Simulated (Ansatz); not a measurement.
Response to strain in GaP

Start from GaP in the zinc blende structure (space group F-43m, No. 216).

```yaml
crystal:
  lattice:
    - [0.00000, 2.69570, 2.69570]
    - [2.69570, 0.00000, 2.69570]
    - [2.69570, 2.69570, 0.00000]
  atoms:
    - { symbol: Ga, position: [0.00000, 0.00000, 0.00000] }
    - { symbol: P, position: [0.25000, 0.25000, 0.25000] }
```

Cartesian axes are those of the cell as printed.

Strains are applied to the cell and any free atomic positions relax; under biaxial strain the out-of-plane vector relaxes too.

The values are results of LDA (Ansatz, an electronic-structure program; PAW; 420 eV plane waves; spin-orbit coupling left out), not measurements.

```tsv
biaxial strain, plane normal [001], relaxed out of plane (%)	out-of-plane strain (%)
0	0.00
0.5	-0.46
1	-0.91
1.5	?
2	-1.82
2.5	-2.29
3	-2.76
```

Fit ε⊥ = −νε + γε² (strains in %) to the rows shown and predict the withheld row.

Least squares on the printed values gives ν = 0.90 (the biaxial Poisson response) and γ = -0.006 (largest residual 0.01 %); this predicts -1.37 %, and the run gives -1.36 %, in agreement.

No phonon test of stability was made.
